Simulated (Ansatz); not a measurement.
Start from Au in the fcc (Cu type) structure (space group Fm-3m, No. 225; a = 4.083 Å). Axes: x, y, z lie along the cube axes.

One thing is altered: uniaxial strain ε_xx = −0.57 %, all other strain components held at zero; the atoms relax in the strained cell.

Levels (all Ansatz, a program for electronic structure, PAW): PBEsol (420 eV, no SOC); PBEsol+SOC (420 eV, with spin-orbit coupling).

The geometry is relaxed with PBEsol.

| Quantity | Result |
|---|---|
| PBEsol pressure | 1.0 GPa |

How does going to PBEsol+SOC change the pressure?

The pressure decreases by 1.5 GPa to -0.5 GPa.

Single points use the geometry relaxed with PBEsol. Differences between runs with and without spin-orbit coupling are approximate. Stability against distortions was not tested.
